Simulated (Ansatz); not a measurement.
Take AlRu in the CsCl type structure (space group Pm-3m, No. 221; a = 2.983 Å) as the base.

Level of theory: Ansatz (a first-principles code), r2SCAN, PAW, cutoff 500 eV, no SOC.

Before the change:

```
Item                Value
---------------  --------
Volume per atom  13.27 Å³
```

Now apply this change: a hydrostatic pressure of 10 GPa.

Q: Predict the new volume per atom.

A: The volume per atom drops by 0.54 Å³ (13.27 Å³ → 12.73 Å³).

Load acts through the strain it causes; cell and atoms are relaxed under it. No phonon test of stability was made. No other phases were tried under pressure. All final runs are without spin polarisation.
